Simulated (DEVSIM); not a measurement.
Device: illuminated Si n-on-p cell, one wavelength, at 400 K.

Layer 1 from the left is Si, thickness (μm) 0.220, Nd (cm⁻³) 1.7e18, τn (s) 5.8e-8, τp (s) 1e-7, absorption coefficient (cm⁻¹) 370. Layer 2 from the left is Si, thickness (μm) 98.0, Na (cm⁻³) 2.8e17, τn (s) 1.8e-6, τp (s) 1.8e-6, absorption coefficient (cm⁻¹) 370.

Left contact: ohmic, minority hole recombination velocity 1000 cm/s. Right contact: ohmic, minority electron recombination velocity 30 cm/s. Voltage is applied to the left contact. Recombination: SRH at mid-gap, radiative, Auger. Gap narrowing is on: ΔEg = 6.92 meV × (l + √(l² + 0.5)), l = ln(N/1.3e17 cm⁻³), shared equally by both band edges. Light enters at the left, 4e16 photons cm⁻² s⁻¹, one pass, no reflection. Mobility is μmin + (μ − μmin)/(1 + (N/Nref)^α).

This is a model device: material constants are rounded textbook-type values typed into the input, and sizes, dopings and lifetimes were drawn at random. Values at 300 K; Nc and Nv go as T^1.5, mobilities as T to minus their exponent, the gap by Varshni's rule with the affinity fixed.

Si: gap (eV) 1.124, affinity (eV) 4.05, permittivity 11.7, Nc (cm⁻³) 2.86e19, Nv (cm⁻³) 3.1e19, μn (cm²/Vs) 1417, μp (cm²/Vs) 470, μn,min 52, μp,min 45, Nref,n 9.7e16, Nref,p 2.2e17, αn 0.68, αp 0.72, T exponent of μn 2.3, T exponent of μp 2.2, B (cm³/s) 4.7e-15, Cn (cm⁶/s) 2.8e-31, Cp (cm⁶/s) 9.9e-32, Varshni α (eV/K) 0.000473, Varshni β (K) 636.

Model (solved in DEVSIM): 1D drift-diffusion, Boltzmann statistics, complete ionisation; no tunnelling, impact ionisation, image-force lowering or self-heating.

Dark forward current:

```tsv
|V| (V)	|J| (A/cm²)
0.05	4.843e-7
0.10	1.982e-6
0.15	7.292e-6
0.20	2.770e-5
0.25	0.0001099
0.30	0.0004497
0.35	0.001875
0.40	0.007900
0.45	0.03344
0.50	0.1416
0.55	0.5929
0.60	2.372
0.65	8.287
0.70	22.86
0.75	50.47
0.80	97.76
0.85	178.7
0.90	311.4
0.95	504.8
1.00	755.9
1.05	1057
1.10	1401
1.15	1781
1.20	2190
```

Work out the local ideality factor n = ΔV / (kT/q · ln(J2/J1)) between the rows 0.15 and 0.20 V, 0.45 and 0.50 V, 1.15 and 1.20 V.

kT/q = 34.47 mV. From 0.15 to 0.20 V: ln(2.770e-5/7.292e-6) = 1.335, n = 1.09, near the 1 of diffusion or emission over a barrier. From 0.45 to 0.50 V: ln(0.1416/0.03344) = 1.443, n = 1.01, near the 1 of diffusion or emission over a barrier. From 1.15 to 1.20 V: ln(2190/1781) = 0.207, n = 7.02.

What current could the absorbed light give at most, and what share is collected?

Σ αd = 3.63, so qΦ(1 − exp(−Σ αd)) = 6.24 mA/cm². The simulated short-circuit current is 3.952 mA/cm², a share of 0.63.

Estimate the open-circuit voltage by superposition: the voltage at which the dark current equals that short-circuit current.

Interpolating ln J in the table gives 0.376 V. The simulation gives 0.376 V, the same within the digits that matter. Superposition holds where collection doesn't change with voltage.

Estimate the fill factor from FF0 = (v − ln(v + 0.72))/(v + 1), v = qVoc/(nkT), with n from the dark curve.

The rows about Voc, 0.35 and 0.40 V, give n = 1.01, so v = 10.8 and FF0 = 0.708. The simulation gives 0.708, the same within the digits that matter.
